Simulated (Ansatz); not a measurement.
The reference is GaAs in the zinc blende structure (space group F-43m, No. 216; a = 5.666 Å). Axes: x, y, z lie along the cube axes.

Structures relaxed with r2SCAN (Ansatz, a program for electronic structure; PAW; 500 eV plane waves; scalar-relativistic without spin-orbit coupling), earlier PAW set.

Base:

Simulated powder pattern, Cu Kα, λ = 1.54184 Å (kinematic, ideal powder, no thermal factors, no anomalous dispersion; the 8 strongest lines at most, above 2 %, up to 2θ = 90°):

| 2θ (°) | I/Imax (%) | hkl |
|---|---|---|
| 27.26 | 100 | (111) |
| 45.27 | 74 | (220) |
| 53.65 | 45 | (311) |
| 65.95 | 12 | (400) |
| 72.76 | 18 | (331) |
| 83.61 | 24 | (422) |
| 89.99 | 14 | (511) |

The change: biaxial strain +2.50 %, plane normal [001], relaxed out of plane (Cartesian); in-plane vectors clamped, the third vector and the atoms free.

After the change:

Simulated powder pattern, Cu Kα, λ = 1.54184 Å (kinematic, ideal powder, no thermal factors, no anomalous dispersion; the 8 strongest lines at most, above 2 %, up to 2θ = 90°):

```tsv
2θ (°)	d (Å)	I/Imax (%)	hkl
27.02	3.300	100	(111)
44.11	2.053	26	(202)
45.23	2.005	49	(220)
52.49	1.743	31	(311)
54.45	1.685	14	(131)
64.15	1.452	8.4	(400)
72.58	1.303	11	(331)
81.93	1.176	16	(422)
```

The indices refer to the base's conventional cell; one index is shown for lines that coincide. The space group is now I-4m2 (No. 119).

No phonon test of stability was made.
